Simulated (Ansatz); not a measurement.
PbO: biaxial strain −3.00 %, plane normal [001], relaxed out of plane

Consider PbO (space group P4/nmm, No. 129; a = 3.970 Å, c = 4.705 Å). Axes: x, y, z lie along a, b, c of the conventional cell.

It is then changed as follows: compressive biaxial strain of 3.00 % in the plane normal to [001], as in epitaxy on a mismatched substrate; the out-of-plane cell vector and the atoms relax.

Calculations: PBEsol-D3(BJ) (Ansatz, an electronic-structure program, PAW, spin-orbit coupling left out). Settings: 8×8×7 k-points, 0.05 eV Fermi–Dirac smearing.

```csv
quantity,base,changed,shift
volume per atom,18.54 Å³,18.24 Å³,-0.293 Å³
space group,P4/nmm (No. 129),P4/nmm (No. 129),–
shortest interatomic distance,2.309 Å,2.282 Å,-0.0264 Å
band gap,0.90 eV,0.61 eV,-0.29 eV
gap character,"indirect, M–Γ (79 % along) → M","indirect, Γ → M",–
smallest direct gap,1.97 eV,1.83 eV,-0.135 eV
width of the top valence band,1.70 eV,2.19 eV,+0.49 eV
"valence-band top at Γ (three highest levels, from the VBM)",–,"0.00, -1.84, -1.84 eV",–
out-of-plane strain,–,+4.60 %,–
ratio −ε⊥/ε∥,–,1.53,–
mean in-plane stress (compression positive),–,+4.1 GPa,–
```

Spin-orbit coupling, missing from the scalar runs, can matter with Pb. Stability against distortions was not tested.
